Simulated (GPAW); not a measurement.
Input and output of a self-consistent single point for ScAl (P1, 2 atoms in the cell) (GPAW).

Method of the run: PBEsol, GPAW PAW datasets PBEsol (made by gpaw-setup) (plane waves; GPAW).

```
CELL_PARAMETERS angstrom
      3.37035     0.00000     0.00000
      0.00000     3.37035     0.00000
      0.00000     0.00000     3.37035
ATOMIC_POSITIONS crystal
  Sc 0.50347 0.49080 0.50415
  Al 0.99653 0.00920 0.99585
```

Reference input (self-consistent single point, DFT LDA (Perdew-Wang 92), plane waves, GPAW PAW datasets LDA (gpaw-data 1.0.1)): mode = pw; ecut = 850 eV; xc = LDA; kpts = 9 9 9; mesh shift (steps) = 0 0 0; occupations.name = methfessel-paxton; occupations.width = 0.2 eV; occupations.order = 0; nbands = -10; convergence.density = 1e-05 e/electron; convergence.energy = 1e-05 eV/electron; symmetry.symmorphic = false. This run's input differs from it in these lines:

```diff
@@ -13,3 +13,3 @@
 calc = GPAW(mode={'name': 'pw', 'ecut': 850},
-            xc='LDA',
+            xc='PBEsol',
             kpts=(9, 9, 9),
```

Its files differ too (potentials: GPAW PAW datasets PBEsol (made by gpaw-setup)).

The program printed (abridged):

```
     iter     time        total  log10-change:
                         energy   eigst   dens
iter:   1 --:--:--   -10.066890
iter:   2 --:--:--   -10.087927   -0.57  -1.31
iter:   3 --:--:--   -10.036555   -1.36  -1.34
iter:   4 --:--:--   -10.053246   -2.09  -1.71
iter:   5 --:--:--   -10.026085   -2.66  -1.86
iter:   6 --:--:--   -10.025246   -3.23  -2.49
iter:   7 --:--:--   -10.024298   -3.63  -2.52
iter:   8 --:--:--   -10.023986   -3.69  -2.88
iter:   9 --:--:--   -10.023993   -4.66  -3.24
iter:  10 --:--:--   -10.023972c  -5.57  -3.29
iter:  11 --:--:--   -10.023975c  -5.81  -3.56
iter:  12 --:--:--   -10.023976c  -6.53  -3.85
iter:  13 --:--:--   -10.023972c  -6.20  -3.81
iter:  14 --:--:--   -10.023974c  -6.99  -3.93
iter:  15 --:--:--   -10.023972c  -6.47  -3.78
iter:  16 --:--:--   -10.023972c  -7.18  -4.23
iter:  17 --:--:--   -10.023971c  -7.58c -4.39
iter:  18 --:--:--   -10.023971c  -7.85c -4.62
iter:  19 --:--:--   -10.023971c  -8.32c -4.73
iter:  20 --:--:--   -10.023971c  -8.88c -4.86
iter:  21 --:--:--   -10.023972c  -8.21c -4.94
iter:  22 --:--:--   -10.023972c  -9.05c -5.63c
Converged after 22 iterations.

Dipole moment: (0.170304, -0.449854, 0.203371) |e|*Ang

Energy contributions relative to reference atoms: (reference = -27354.223354)

Kinetic:         +5.307626
Potential:       -3.025153
External:        +0.000000
XC:             -12.431654
Entropy (-ST):   -0.015726
Local:           +0.133072
SIC:             +0.000000
--------------------------
Free energy:    -10.031834
Extrapolated:   -10.023972

Showing only first 2 kpts
 Kpt  Band  Eigenvalues  Occupancy
  0     5      6.20457    2.00000
  0     6      6.20597    2.00000
  0     7      9.57828    0.00000
  0     8      9.58779    0.00000

  1     5      6.01572    2.00000
  1     6      6.29381    1.99999
  1     7      9.08760    0.00000
  1     8      9.09650    0.00000

Fermi level: 6.90652

No gap
No difference between direct/indirect transitions
Energy (eV): -10.023972

Forces in eV/Ang:
  0 Sc   -0.11499    0.30279   -0.13729
  1 Al    0.11497   -0.30272    0.13726

Stress tensor:
     0.009647     0.000513    -0.000233
     0.000513     0.009969     0.000613
    -0.000233     0.000613     0.009670
Stress (GPa, Voigt): [ 1.5457  1.5973  1.5494  0.0981 -0.0373  0.0822]
```

The run converged in 22 iterations. GPAW prints stress with tension positive. Against the reference run the pressure goes from -4.13 to -1.56 GPa and the largest force goes from 0.325 to 0.352 eV/Å.

The starting cell comes from a database of computed structures (which also holds hypothetical and non-ambient phases and stackings), without a prior relaxation at this level. Its atoms were displaced at random from the sites of space group no. 221.

Cost on one core of a shared machine: roughly 3 min.
